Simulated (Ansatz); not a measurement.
Zinc-blende LiH (model structure), treated with r²SCAN (plane waves, PAW; Ansatz, a program for electronic structure).

Settings: plane-wave cutoff 500 eV, 12×12×12 k mesh, gaussian smearing 0.02 eV, scalar-relativistic PAW data made under PBE.

Cell (relaxed at this level):

LiH is modelled in the cubic space group F-43m (No. 216), the zinc blende structure, Pearson symbol cF8. Lattice parameters: a = 4.293 Å, b = 4.293 Å, c = 4.293 Å, α = 90.00°, β = 90.00°, γ = 90.00°. Li on 4a is surrounded by 4 H at 1.859 Å (tetrahedral). H on 4d is coordinated by 4 Li at 1.859 Å (tetrahedral). (Neighbours: up to the widest gap in distance over summed covalent radii, below 1.35, at either atom; cation-cation and far metal-metal contacts left out.)
(The calculation used a cell of 2 atoms; values per cell refer to that cell.)

What does this level give for the band gap?


* **band gap**: 4.72 eV (on the SCF k mesh)

Note: the relaxation could raise the start's symmetry but not lower it, so the cell can be a saddle point.

Computed values are for the static lattice.

A model structure was made by putting elements into a prototype or built by hand; it is no filed structure, need not be a known phase, and can be a saddle point held by its symmetry.
